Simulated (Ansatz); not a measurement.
## an ordered model of ordered Si6Ge2 alloy: the defect Si on the Ge site

Computed with PBE, PAW (plane waves to 420 eV; Ansatz, a program for electronic structure). The supercell holds 64 host sites (2×2×2 repeats of the unit cell), with a 2×2×2 shifted k-point sampling for the final energies. Site at the start: the Ge site. Charged cells carry a point-charge image correction with potential alignment at far atoms. Dielectric constants: PBE linear response of the host. Host gap at this level: 0.38 eV. A cell of this size leaves errors of a few tenths of an eV. The semilocal functional narrows the gap, so deep levels can fall outside it. Spin–orbit coupling is left out. Each state is the lowest found from its start.

```
charge         moment (μB)  largest move off a lattice site (Å)  image correction with alignment (eV)
------  ------------------  -----------------------------------  ------------------------------------
+2†     not spin-polarised                                 0.05                                  0.16
+1†               quenched                                 0.04                                  0.01
0       not spin-polarised                                 0.04                                  0.00
−1†             fractional                                 0.04                                  0.15
```

† Not settled in this cell, so no level is given: charge +2: a level filled in part, carriers not clearly localised, level within 0.1 eV of a band edge or past it; charge +1: a level filled in part, carriers not clearly localised, level within 0.1 eV of a band edge or past it; charge −1: fractional moment, carriers not clearly localised, level within 0.1 eV of a band edge or past it.

Starting moments that weren't kept: charge +1 began with 1 μB and ended with 0.0.

Flagged in the runs: a host whose relaxation on this sampling wasn't shown to rest.

All states together cost very roughly 100 core-minutes.
